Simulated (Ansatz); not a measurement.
For HfO2 (model structure, started from the 3R-MoS2 type, R3m, No. 160, 3 atoms in the cell), PBE (PAW; Ansatz, a quantum-chemistry and plane-wave program) gives:

* **lattice parameter a**: 3.119 Å
* **lattice parameter c**: 16.967 Å
* **enthalpy of formation**: -2.689 eV/atom

### Question
What does PBE-D3(BJ) (Ansatz, PAW) give for the same quantities?

### Answer

- lattice constant a: 3.111 Å (drops by 0.3 %)
- lattice parameter c: 14.456 Å (decreases by 15 %)
- formation enthalpy: -2.714 eV/atom (moves by -0.025 eV/atom)

Changes are worked out from the printed values.

Unless a cell is named, each level is at its own relaxed cell (PBE 15.88, PBE-D3(BJ) 13.46 Å³/atom).

Levels without +SOC leave out spin–orbit coupling, which shifts energies and cells of such heavy elements.

Ansatz's density-functional and Hartree–Fock values are scalar-relativistic unless marked +SOC, with PAW data made under PBE.

A model structure was made by putting elements into a prototype or built by hand; it is no filed structure, need not be a known phase, and can be a saddle point held by its symmetry.
